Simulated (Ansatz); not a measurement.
## CdF2: pressure series

The reference is CdF$_{2}$ in the fluorite structure (space group Fm-3m, No. 225; a = 5.3840 Å).

Cell and atoms are relaxed at each pressure.

The values are results of Ansatz (a program for electronic structure), PBEsol, PAW, cutoff 420 eV, no SOC, not measurements.

Candidates:
(a) pressure −1 GPa
(b) pressure 22.5 GPa
(c) pressure 4.5 GPa
(d) pressure 0.9 GPa
(e) pressure 2.1 GPa

Before the change:

```
Property               Value
-------------------  -------
Smallest direct gap  3.43 eV
```

**Question.** Order them by smallest direct gap, lowest first.

**Answer.** (a) pressure −1 GPa (3.41 eV), (d) pressure 0.9 GPa (3.45 eV), (e) pressure 2.1 GPa (3.47 eV), (c) pressure 4.5 GPa (3.51 eV), (b) pressure 22.5 GPa (3.72 eV)

Load acts through the strain it causes; cell and atoms are relaxed under it. Stability against distortions was not tested. Competing high-pressure phases were not computed.
